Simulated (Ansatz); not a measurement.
The starting structures come from a database of crystals and need not be the phases stable at ambient conditions.

 Where the default PAW files enter, the runs use the earlier of Ansatz's two default sets.

Data:

```xyz
4
Lattice="4.2437 0.0000 0.0000 0.0000 6.9884 0.0000 2.1218 0.0000 3.6752" Properties=species:S:1:pos:R:3 pbc="T T T"
Cu     4.2437     0.8898     2.4501
Cu     2.1218     4.3839     1.2250
I      4.2437     3.4780     2.4501
I      2.1218     6.9721     1.2250
```

Space group of this cell: P6_3mc, wurtzite. The cell is taken as given.

The current runs along the normal of the first two printed vectors, the (100) plane. All runs by Ansatz (a quantum-chemistry and plane-wave program), plane waves and PAW, without spin-orbit coupling; the base is r2SCAN.

```json
[
 {"run": "base", "mean pressure (GPa)": "0.1", "gap (eV)": "1.73", "mid-gap κ (1/Å)": "0.152"},
 {"run": "all lengths scaled by 0.98", "mean pressure (GPa)": "3.2", "gap (eV)": "(withheld)", "mid-gap κ (1/Å)": "(withheld)"},
 {"run": "all lengths scaled by 1.02", "mean pressure (GPa)": "-2.2", "gap (eV)": "(withheld)", "mid-gap κ (1/Å)": "(withheld)"},
 {"run": "lda in place of r2scan", "mean pressure (GPa)": "-3.7", "gap (eV)": "1.04", "mid-gap κ (1/Å)": "0.101"},
 {"run": "lengths across the current scaled by 0.98, ions clamped", "mean pressure (GPa)": "2.1", "gap (eV)": "1.85", "mid-gap κ (1/Å)": "0.156"},
 {"run": "lengths across the current scaled by 1.02, ions clamped", "mean pressure (GPa)": "-1.5", "gap (eV)": "(withheld)", "mid-gap κ (1/Å)": "(withheld)"},
 {"run": "lengths along the current scaled by 0.97, ions clamped", "mean pressure (GPa)": "1.5", "gap (eV)": "1.75", "mid-gap κ (1/Å)": "0.155"},
 {"run": "lengths along the current scaled by 1.03, ions clamped", "mean pressure (GPa)": "-1.0", "gap (eV)": "1.62", "mid-gap κ (1/Å)": "0.149"},
 {"run": "pbesol in place of r2scan", "mean pressure (GPa)": "-1.8", "gap (eV)": "1.11", "mid-gap κ (1/Å)": "0.107"}
]
```

### Question
Some entries are withheld; supply them.

### Answer

- all lengths scaled by 0.98, gap (eV): 1.92
- all lengths scaled by 0.98, mid-gap κ (1/Å): 0.158
- all lengths scaled by 1.02, gap (eV): 1.55
- all lengths scaled by 1.02, mid-gap κ (1/Å): 0.146
- lengths across the current scaled by 1.02, ions clamped, gap (eV): 1.57
- lengths across the current scaled by 1.02, ions clamped, mid-gap κ (1/Å): 0.147
